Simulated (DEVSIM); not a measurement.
Structure: Ge n+/n-/n+ resistor, at 350 K.

Layer 1 from the left is Ge, thickness (μm) 0.150, Nd (cm⁻³) 1.9e16, τn (s) 0.00018, τp (s) 0.00018. Layer 2 from the left is Ge, thickness (μm) 3.70, Nd (cm⁻³) 2e13, τn (s) 0.00018, τp (s) 0.00018. Layer 3 from the left is Ge, thickness (μm) 0.700, Nd (cm⁻³) 1.9e18, τn (s) 0.00018, τp (s) 0.00018.

Left contact: ohmic. Right contact: ohmic. Voltage is applied to the left contact. Recombination: SRH at mid-gap, radiative. Mobility is μmin + (μ − μmin)/(1 + (N/Nref)^α).

Constants are typed, rounded textbook-type inputs, not results; the design itself was drawn at random and stands for no fabricated device. Values at 300 K; Nc and Nv go as T^1.5, mobilities as T to minus their exponent, the gap by Varshni's rule with the affinity fixed.

Ge: gap (eV) 0.664, affinity (eV) 4, permittivity 16, Nc (cm⁻³) 1.04e19, Nv (cm⁻³) 6e18, μn (cm²/Vs) 3900, μp (cm²/Vs) 1900, μn,min 150, μp,min 100, Nref,n 2.6e17, Nref,p 4e17, αn 0.56, αp 0.6, T exponent of μn 1.66, T exponent of μp 2.33, B (cm³/s) 6.4e-14, Varshni α (eV/K) 0.000477, Varshni β (K) 235.

DEVSIM, 1D drift-diffusion, Boltzmann statistics, complete ionisation; no tunnelling, impact ionisation, image-force lowering or self-heating.

Task: What does the simulation give for the dark forward voltage at 100 A/cm²?

Result: dark forward voltage at 100 A/cm² 0.106 V.
